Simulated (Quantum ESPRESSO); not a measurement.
# Habitual settings against a tight run: Mg4Te3S (Pmm2, 8 atoms in the cell)

Self-consistent single point.

```xyz
8
Lattice="4.5328 0.0000 0.0000 0.0000 9.1321 0.0000 0.0000 0.0000 6.3554" Properties=species:S:1:pos:R:3 pbc="T T T"
Mg     0.0000     2.5040     6.2376
Mg     0.0000     6.6281     6.2376
Mg     2.2664     0.0000     3.1245
Mg     2.2664     4.5660     3.4323
Te     2.2664     2.3885     1.5914
Te     2.2664     6.7436     1.5914
Te     0.0000     0.0000     4.8133
S      0.0000     4.5660     4.7491
```

Level of theory: PBEsol, GBRV 1.5 ultrasoft (PBESOL) pseudopotentials (plane waves; Quantum ESPRESSO 7.5).

Base settings: ecutwfc = 40 Ry; ecutrho = 200 Ry; occupations = smearing; smearing = fermi-dirac; degauss = 0.0036749 Ry; potentials = {Mg: mg_pbesol_v1.4.uspp.F.UPF, Te: te_pbesol_v1.uspp.F.UPF, S: s_pbesol_v1.4.uspp.F.UPF}; K_POINTS = automatic 4 2 3 0 0 0; conv_thr = 1e-10 Ry.

Tight run (finer mesh or higher cutoff; not a proven limit): ecutwfc: 40 Ry → 56 Ry; ecutrho: 200 Ry → 280 Ry; conv_thr: 1e-10 Ry → 7.3e-11 Ry; K_POINTS: automatic 4 2 3 0 0 0 → automatic 6 3 5 0 0 0. It gave top of the valence band (on the code's own zero) 2.67 eV; gap on the k-point mesh 1.62 eV; pressure -2.84 GPa; largest force (vector length) 0.059 eV/Å.

Quick runs, as changes from the base:
- A: the base itself
- B: smearing: fermi-dirac → methfessel-paxton; degauss: 0.0036749 Ry → 0.0147 Ry; K_POINTS: automatic 4 2 3 0 0 0 → automatic 4 4 4 0 0 0
- C: ecutwfc: 40 Ry → 32 Ry; ecutrho: 200 Ry → 160 Ry; K_POINTS: automatic 4 2 3 0 0 0 → automatic 2 2 2 0 0 0
- D: ecutwfc: 40 Ry → 20 Ry; ecutrho: 200 Ry → 100 Ry; pseudopotentials: {Mg: mg_pbesol_v1.4.uspp.F.UPF, Te: te_pbesol_v1.uspp.F.UPF, S: s_pbesol_v1.4.uspp.F.UPF} → {Mg: mg_lda_v1.4.uspp.F.UPF, Te: te_lda_v1.uspp.F.UPF, S: s_lda_v1.4.uspp.F.UPF}; K_POINTS: automatic 4 2 3 0 0 0 → automatic 2 2 2 1 1 1 [LDA (PZ)]

Dashes: energy of D, another energy zero; gap of D, left out as unsure on this mesh or at this smearing; time of D, under 30 s.

Gaps are read on each run's own mesh, which may miss the band edges.

† marks runs with another functional, U, potentials or spin treatment: their distance from the tight run is not a convergence error alone.

The count of work is k-points × plane waves × bands × iterations; it is no time. Core times come from one kind of shared machine and are given to one figure; runs under 30 s give none.

The starting cell comes from a database of computed structures (which also holds hypothetical and non-ambient phases and stackings), without a prior relaxation at this level. Its lattice was rescaled by a random factor within 2.5 % of one. Spin-orbit coupling is off.

```tsv
run	energy less tight (meV/atom)	pressure less tight (GPa)	largest miss in a force vector (eV/Å)	gap on the mesh less tight (eV)	count of work / tight	core time / tight (rough)
A	6.4	0.04	0.004	-0.018	0.30	0.3
B	4.2	0.02	0.002	-0.017	0.68	0.6
C	97.9	-0.84	0.015	-0.042	0.14	0.2
D†	–	-71.17	0.052	–	0.0081	–
```

Among the runs at the tight run's level, the energy misses run from 4.2 to 97.9 meV/atom.

Left out of this page: 2 runs of the series outside the window shown, repeating another row's setting, or not comparable.
